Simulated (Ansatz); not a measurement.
ScSiCN (model structure, started from the AlSiCN type, P3m1, No. 156, 4 atoms in the cell), treated with PBEsol (Ansatz, a quantum-chemistry and plane-wave program, PAW).

Run with plane-wave cutoff 520 eV, 12×12×6 k mesh (along the axes of the cell as run), Fermi–Dirac smearing 0.01 eV, scalar-relativistic PAW data made under PBE.

Cell (relaxed at this level):

```cif
data_CNScSi
_chemical_formula_sum 'Sc1 Si1 C1 N1'
_space_group_name_H-M_alt 'P3m1'
_space_group_IT_number 156
_space_group_name_Hall 'P 3 -2"'
_cell_length_a 3.29410
_cell_length_b 3.29410
_cell_length_c 5.16350
_cell_angle_alpha 90.000
_cell_angle_beta 90.000
_cell_angle_gamma 120.000
loop_
_atom_site_label
_atom_site_type_symbol
_atom_site_symmetry_multiplicity
_atom_site_Wyckoff_symbol
_atom_site_fract_x
_atom_site_fract_y
_atom_site_fract_z
_atom_site_occupancy
Sc1 Sc 1 b 0.33333 0.66667 0.52475 1
Si1 Si 1 c 0.66667 0.33333 0.99491 1
C1 C 1 b 0.33333 0.66667 0.08178 1
N1 N 1 c 0.66667 0.33333 0.64855 1
```

Q: What does this level give for the band gap, smallest direct gap on the k points sampled and Γ–Γ gap?

A: 
band gap: 1.87 eV (indirect)
smallest direct gap on the k points sampled: 1.91 eV
Γ–Γ gap: 3.91 eV

Note: the relaxation could raise the start's symmetry but not lower it, so the cell can be a saddle point.

Computed values are for the static lattice.

A model structure was made by putting elements into a prototype or built by hand; it is no filed structure, need not be a known phase, and can be a saddle point held by its symmetry.
